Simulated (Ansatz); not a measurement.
A self-consistent single point of Ag (P6_3/mmc, 2 atoms in the cell) with Ansatz (a first-principles code)

Computed with LDA (PW92), default PAW files made with PBE (plane waves; Ansatz).

Input:

Ansatz 0.2 input:
```yaml
# Ag
crystal:
  lattice:
    - [2.907688, 0.000000, 0.000000]
    - [-1.453844, 2.518132, 0.000000]
    - [0.000000, 0.000000, 4.678152]
  atoms:
    - { symbol: Ag, position: [0.333333, 0.666667, 0.250000] }
    - { symbol: Ag, position: [0.666667, 0.333333, 0.750000] }
basis:
  ecutwfc: 30.9 Ry
kpoints:
  mp_grid:
    grid: [13, 13, 7]
hamiltonian:
  xc: lda
  pseudopotentials:
    kind: paw
scf:
  occupations:
    method: gaussian
    width: 0.0073 Ry
output:
  forces: true
  eigenvalues: true
  stress: true
```

Output (repeated stretches shortened):

```
WARN the atoms were moved onto the symmetric positions of the space group found under crystal.symmetry.tolerance 1.0e-5 (fractional …
WARN ansatz: RAYON_NUM_THREADS=1 ignored (pool sized by the plan → 1); use --threads N
Pseudopotentials: kind: paw
Pseudopotential: Ag, paw, valence charge 19
Crystal: 2 atoms, lattice volume = 34.253 Å³
Basis set: ecut = 420.4159175005146 eV, 687 PW (Γ)
Bands: 23, of which v1, the nominal top of the filled ones, is band 19 counted from 1 (18 counted from 0)
Symmetry: 24 space group operations
Space group: P63/mmc (ITA 194), of the structure as read, at distance tolerance 3.2e-5 Å
k-points: 84 of 1183
PAW frozen core: Ag, regenerated for the run's functional, and the local potential with it
Initial density: superposition of atomic densities (neutral atoms: chi_scale 0, normalization atom), corrected by the library's trained network
Initial wavefunctions: pseudopotential atomic-orbital guess
Eigensolver: davidson
Functional: x = slater, c = lda
SCF iter   1: F=—  HF=-14916.256146 eV  |F-HF|=—  |Δ(HF+E_count)|=         —  Δρ=1.42e-2  dr2=5.91e-2  ethr=1.77e-3  ⟨swp⟩=4.5  Hψ=7084  notcnv=0
all-band conjugate gradients solve this SCF's bands
preconditioner: auto → Kerker (q_TF=auto, 2.776 Å⁻¹)
SCF iter   2: F=—  HF=-14916.240230 eV  |F-HF|=—  |Δ(HF+E_count)|=   1.59e-2  Δρ=4.37e-3  dr2=3.89e-3  ethr=1.56e-4  ⟨swp⟩=2.7  Hψ=3620  notcnv=0
SCF iter   3: F=—  HF=-14916.239027 eV  |F-HF|=—  |Δ(HF+E_count)|=   1.20e-3  Δρ=1.74e-3  dr2=3.54e-4  ethr=1.02e-5  ⟨swp⟩=2.4  Hψ=2568  notcnv=0
SCF iter   4: F=—  HF=-14916.238946 eV  |F-HF|=—  |Δ(HF+E_count)|=   8.14e-5  Δρ=1.76e-4  dr2=5.17e-6  ethr=9.30e-7  ⟨swp⟩=2.9  Hψ=3776  notcnv=0
SCF iter   5: F=—  HF=-14916.238953 eV  |F-HF|=—  |Δ(HF+E_count)|=   6.97e-6  Δρ=2.60e-5  dr2=2.23e-7  ethr=1.36e-8  ⟨swp⟩=2.8  Hψ=3705  notcnv=0
SCF iter   6: F=-14916.238953 eV  HF=-14916.238953 eV  |F-HF|=7.22e-10  |Δ(HF+E_count)|=   4.26e-8  Δρ=3.55e-6  dr2=3.66e-9  ethr=2.63e-10  ⟨swp⟩=4.6  Hψ=6218  notcnv=0
SCF 1 converged in 6 iterations: F = -14916.238953 eV  dr2 = 3.66e-9
SCF converged after 6 iterations
Free energy (F): -14916.238953 eV
Harris-Foulkes:  -14916.238953 eV  (|F-HF|=7.22e-10)
Internal energy: -14916.236073 eV  (E = F + TS)
E sigma→0 (E₀):  -14916.237513 eV
Entropy (-TS):   -0.002880 eV (-1.440 meV/atom)
Fermi energy:    16.911303 eV
--- Per-component energies (eV) ---
  E_band       = -483.788845
  E_kinetic    = 1054.510135
  E_local      = -4410.246036  (includes V_loc(G=0)·N_el)
  E_nonlocal   = 172.875990
  E_hartree    = 1997.157118
  E_xc         = -367.302709
  E_vxc        = -469.129433  (∫ρ·V_xc dr)
  E_paw        = -7540.408210  (= ΣΔE_a)
  E_vpaw       = -826.115829  (= ΣTr[D̂ρ^β])
  E_aug_tail   = 0.000547  (compensation charges beyond the density's cutoff)
  E_ewald      = -5824.272523
  E_core_change = 1.449615  (= ΣΔE_core)
  E_smearing   = -0.002880  (= −TS)
  E_closure    = -0.000000  (closes the sum)
  Σ components = -14916.238953   (vs F -14916.238953, Δ=0.00e0)
--- Forces (eV/Å), atoms counted from 1 ---
  atom   1  Ag     0.00000000     0.00000000     0.00000000
  atom   2  Ag     0.00000000    -0.00000000     0.00000000
  max |Σ_I F_I| component: 2.31e-18 eV/Å
--- Stress (GPa, compression-positive) ---
       -8.752503       0.000000       0.000000
        0.000000      -8.752503       0.000000
        0.000000       0.000000      -5.344953
  P = ⅓ Tr σ = -7.6167 GPa (-76.167 kbar)
  The stress holds the Pulay correction. Without it, at fixed plane waves, as pw.x and ABINIT print it: P = -7.6377 GPa
--- Band table (eV; the first three rows and the last of 84) ---
  k-point 0: bands = ["-74.8866", "-74.8685", "-38.5092", "-38.3720", "-38.3720", "-38.3449", "-38.3449", "-38.3386", "9.0148", "10.4924", "12.1703", "12.1989", "12.1989", "12.4528", "12.4528", "12.7457", "12.7457", "13.8269", "13.8269", "16.5250", [...]
  k-point 1: bands = ["-74.8857", "-74.8694", "-38.5008", "-38.3706", "-38.3706", "-38.3471", "-38.3463", "-38.3463", "9.1782", "10.5268", "12.1337", "12.1478", "12.1478", "12.4053", "12.4053", "12.8656", "12.8656", "13.8126", "13.8126", "15.5864", [...]
  k-point 2: bands = ["-74.8832", "-74.8719", "-38.4773", "-38.3710", "-38.3669", "-38.3669", "-38.3500", "-38.3500", "9.6375", "10.6014", "12.0639", "12.0879", "12.0879", "12.2916", "12.2916", "13.1176", "13.1176", "13.7497", "13.7497", "14.0445", [...]
  k-point 83: bands = ["-74.8662", "-74.8658", "-38.4773", "-38.4760", "-38.4427", "-38.4322", "-38.3760", "-38.3733", "11.2282", "11.2510", "11.6509", "11.7797", "12.2233", "12.3291", "12.8272", "12.9577", "13.8314", "13.9067", "19.8264", [...]
```

The run converged in 6 iterations.

The starting cell comes from a database of computed structures (which also holds hypothetical and non-ambient phases and stackings), without a prior relaxation at this level. Its lattice was rescaled by up to half a per cent. With a pressure of about -8 GPa the cell is away from its equilibrium volume at this level. Ansatz's pressure includes its estimate of the finite-basis (Pulay) stress.
